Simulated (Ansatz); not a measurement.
The starting structures come from a database of crystals and need not be the phases stable at ambient conditions.

The decay constant κ of evanescent states in the gap governs leakage through a thin film.

Given:

```
V2O5
1.0
    6.31624    -0.00914     0.00000
    0.00713     7.26880     0.00000
    0.00000     0.00000     3.54721
V O
4 10
Direct
  0.25541   0.72394   0.25000
  0.74459   0.27606   0.75000
  0.80384   0.90045   0.25000
  0.19616   0.09955   0.75000
  0.26075   0.80908   0.75000
  0.73925   0.19092   0.25000
  0.96163   0.70471   0.25000
  0.03837   0.29529   0.75000
  0.56066   0.82386   0.25000
  0.43934   0.17614   0.75000
  0.85301   0.96673   0.75000
  0.14699   0.03327   0.25000
  0.31800   0.51467   0.25000
  0.68200   0.48533   0.75000
```

Space group of this cell: P2_1/m. The cell was relaxed by PBE-D3(BJ); by r2SCAN its mean pressure is -3.2 GPa.

Transport runs along the normal of the first two printed cell vectors.

The gap is the functional's own. No spin-orbit coupling. Mid-gap values are interpolated on the energy grid.

Estimate the band gap and the smallest decay constant κ at mid-gap that Ansatz (a program for electronic structure) with r2SCAN returns for this system.

Gap 1.80 eV on a 6×4×8 mesh; κ = 0.269 1/Å, at (0.000, 0.500) of the in-plane reciprocal vectors. At the zone centre, at the nearest computed energy, the slowest state has κ = 0.27 1/Å.
